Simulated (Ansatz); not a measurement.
## Pd: energy against strain

Pd (fcc, Fm-3m, 14.577 Å³/atom and stress up to 0.01 GPa in the relaxed cell) under an equal strain ε in the (111) plane with the normal axis free, as in a coherent film. PBEsol in Ansatz, a plane-wave DFT program (PAW, default set), 420 eV, 29×29×29 Γ-centred mesh, Fermi-Dirac smearing 0.10 eV.

Here s stands for strain and y for E less E0.

```
strain (%)  E less E0 (meV/atom)
----------  --------------------
-1.25                       4.25
-0.83                       1.73
-0.42                       0.36
0.00                        0.00
0.42                        0.65
0.83                        2.19
1.25                        4.66
2.50                           ?
```

Task: Fit y against s with a parabola, and predict the withheld value at s = 2.50.

Result: Least squares gives y = 0.000 + 0.2093·s + 2.8504·s². Residuals (row less fit): 0.058, -0.060, -0.055, 0.000, 0.059, 0.053, -0.055; standard error 0.069 (degrees of freedom: 4). The quadratic coefficient over the volume, 2.8504 meV × 10⁴ × 0.1602 / 14.577 Å³, is the biaxial elastic modulus of this plane = about 310 GPa. At the withheld row, y = 0.000 + 0.2093 × 2.50 + 2.8504 × 2.50² = 18.338 meV/atom. The calculation gives 16.88 meV/atom, 1.458 meV/atom below the prediction (8.6 % of the range of y in the table). The row lies outside the fitted rows, so this is an extrapolation. From the scatter of the fitted rows alone, a prediction at this place has a standard error of 0.266 meV/atom, so the miss is 5.5 times that.

A polynomial of degree 3 through the 12 other runs of the series gives 16.77 there, so most of the miss is curvature that the fit leaves out. In a metal these values are sensitive to mesh and smearing; energies are taken to zero smearing, stresses follow the free energy. The runs aren't spin-polarised. Rows are the converged runs of the series near zero and its far end; series whose fitted rows scatter by over a few per cent of the range, as at a crossing or softening among them, aren't shown in this form, nor equations of state whose B0' disagrees with the runs' pressures. Most that stay on the fit to the last digits aren't either.
